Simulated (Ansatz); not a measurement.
Take an 8-atom supercell of W in the bcc (W type) structure (space group Im-3m, No. 229; a = 3.154 Å) at its relaxed geometry as the base.

Level of theory: Kohn–Sham DFT with the PBEsol functional, run in Ansatz (a program for electronic structure) with PAW and 420 eV plane waves, without spin-orbit coupling, earlier PAW set.

Base values:

- Pressure: -0.3 GPa
- Mean distance from the defect site to its nearest host atoms: 2.73 Å

Now apply this change: one W atom is replaced by I, atoms relaxed at fixed cell, starting from a slightly rattled geometry.

Tabulated Pauling electronegativity and covalent radius: W 2.36, 1.62 Å; I 2.66, 1.39 Å.

**Question.** Predict the new pressure, largest displacement of a host atom from its site in the perfect cell and mean distance from the defect site to its nearest host atoms.

**Answer.** The pressure goes up by 11.58 GPa to 11.2 GPa; the largest displacement of a host atom from its site in the perfect cell is 0.06 Å; the mean distance from the defect site to its nearest host atoms decreases by 0.06 Å, from 2.73 Å to 2.67 Å.

The cell is small, so the values are those of an ordered compound at a high defect concentration; dilute-limit values will differ. The final runs are not spin-polarised. The defect cell is not spin-polarised.
